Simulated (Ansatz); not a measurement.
The starting structures come from a database of crystals and need not be the phases stable at ambient conditions.

Tunnelling through a barrier is set by its complex band structure: the current falls as exp(−2κd) with the smallest κ.

Input:

```xyz
10
Lattice="6.3589 0.0000 0.0000 -3.1795 5.5070 0.0000 3.1795 1.8357 5.1921" Properties=species:S:1:pos:R:3 pbc="T T T"
Cs     3.1795     1.8357     1.2980
Cs     3.1795     5.5070     3.8940
Na     6.3589     3.6713     2.5960
Sc     0.0000     0.0000     0.0000
F      4.6329     4.6679     1.1867
F      8.0850     2.6748     4.0054
F      6.3589     1.6782     1.1867
F      6.3589     5.6644     4.0054
F      1.7261     4.6679     1.1867
F      4.6329     2.6748     4.0054
```

Space group of this cell: Fm-3m. The cell is taken as given; by r2SCAN its mean pressure is -2.5 GPa.

Transport runs along the normal of the first two printed cell vectors, the (111) plane of the conventional cell.

The gap is the functional's own. No spin-orbit coupling. Mid-gap values are interpolated on the energy grid.

Task: Estimate the band gap and the smallest decay constant κ at mid-gap that r2SCAN run with Ansatz (a program for electronic structure) returns for this system.

Result: Gap 7.49 eV on a 8×8×8 mesh; κ = 0.521 1/Å, at the zone centre.
